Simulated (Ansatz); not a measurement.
Ansatz (a quantum-chemistry and plane-wave program), DFT, PBE, plane waves, its default PAW files: Al(100) slab of 12 layers, 2x2, C adatom, atoms displaced (Al48C), unrelaxed, 49 atoms. Basis and mesh were picked for this test and aren't claimed converged.

```
Item                                                       Value
------------------------------  --------------------------------
cell                            5.73, 5.73, 43.88 Å; 90, 90, 90°
distance to the nearest atom                      1.98 to 2.85 Å
task                                                single point
k mesh                                                     4×4×1
hamiltonian.xc                                               pbe
kind of files                                                paw
scf.occupations.method                                  gaussian
scf.occupations.width                                     0.1 eV
scf.initial_density.chi_scale                                0.1
output.forces                                               true
binding of workers (--pin)                                   off
k-point pools (--kpoint-pools)                                 1
memory maximum (--max-ram)                                  8GiB
accuracy                                        medium (default)
basis.precision                                   auto (default)
basis.xc_grid                                        2 (default)
scf.eigensolver.kind                              auto (default)
scf.convergence.dr2_threshold                    1e-07 (default)
scf.lower_state_search                           light (default)
k-points after symmetry                                       10
bands at the start                                           123
electrons                                                    148
plane waves at Γ                                           28327
cutoff (eV)                                                  420
FFT grid                                               40×40×300
symmetry operations                                            1
```

One run each.

All on 4 threads. The settings tried:
- scf.mixing.algorithm = anderson, scf.mixing.preconditioner = auto (default)
- scf.mixing.algorithm = auto (default), scf.mixing.preconditioner = kerker
- scf.mixing.algorithm = auto (default), scf.mixing.preconditioner = none
- scf.mixing.algorithm = broyden, scf.mixing.preconditioner = auto (default)
- scf.mixing.algorithm = auto (default), scf.mixing.preconditioner = auto (default)
- scf.mixing.algorithm = auto (default), scf.mixing.preconditioner = local_kerker
- scf.mixing.algorithm = msr1, scf.mixing.preconditioner = auto (default)

Task: Predict which of these converge in the fewest SCF iterations (all cycles of the run, searches included).

Result: Fewest SCF iterations (all cycles of the run, searches included): scf.mixing.algorithm = auto (default), scf.mixing.preconditioner = auto (default) (18); scf.mixing.algorithm = msr1, scf.mixing.preconditioner = auto (default) (18). Most among those that reach the base run's result: scf.mixing.algorithm = auto (default), scf.mixing.preconditioner = none (50); scf.mixing.algorithm = auto (default), scf.mixing.preconditioner = kerker (44). All converged.

```csv
setting,"SCF iterations (all cycles of the run, searches included)",applications of H to a band,end
"scf.mixing.algorithm = auto (default), scf.mixing.preconditioner = auto (default)",18,76013,converged
"scf.mixing.algorithm = msr1, scf.mixing.preconditioner = auto (default)",18,76013,converged
"scf.mixing.algorithm = broyden, scf.mixing.preconditioner = auto (default)",22,71152,converged
"scf.mixing.algorithm = anderson, scf.mixing.preconditioner = auto (default)",22,72709,converged
"scf.mixing.algorithm = auto (default), scf.mixing.preconditioner = local_kerker",33,126251,converged
"scf.mixing.algorithm = auto (default), scf.mixing.preconditioner = kerker",44,71178,converged
"scf.mixing.algorithm = auto (default), scf.mixing.preconditioner = none",50,315049,converged
```

16 planned settings were not run, for want of time.

Keys are those of Ansatz 0.2.
